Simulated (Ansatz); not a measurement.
We consider Pd3Sn2Se2 (model structure, started from the Co3Sn2S2 type, R-3m, No. 166, 7 atoms in the cell), described by PBE (plane waves, PAW; Ansatz, a first-principles code).

Settings: plane-wave cutoff 520 eV, 12×12×12 k mesh, Fermi–Dirac smearing 0.05 eV, scalar-relativistic PAW data made under PBE.

Cell (relaxed at this level):

Space group R-3m, hexagonal axes (No. 166); a = 5.9382 Å, b = 5.9382 Å, c = 14.3669 Å, α = 90.00°, β = 90.00°, γ = 120.00°

```csv
atom,site,symmetry,x,y,z
Pd,9d,.2/m,0.5000,0.5000,0.5000
Sn,3b,-3m,0.0000,0.0000,0.5000
Sn,3a,-3m,0.0000,0.0000,0.0000
Se,6c,3m,0.0000,0.0000,0.2915
```
(The calculation used a cell of 7 atoms; values per cell refer to that cell.)

Question: Estimate the bulk modulus B0 that the calculation returns.

Answer: 
- bulk modulus B0: 60.2 GPa

Note: the run has no spin polarisation, so it can have missed a magnetic state; the bulk modulus is −V dP/dV from two relaxed cells at ±2 % in volume; the relaxation could raise the start's symmetry but not lower it, so the cell can be a saddle point.

Spin–orbit coupling is not included; it can open a gap where bands touch, and shift volumes and moduli.

Computed values are for the static lattice.

Computing time: around 16 core-minutes (rough).

A model structure was made by putting elements into a prototype or built by hand; it is no filed structure, need not be a known phase, and can be a saddle point held by its symmetry.
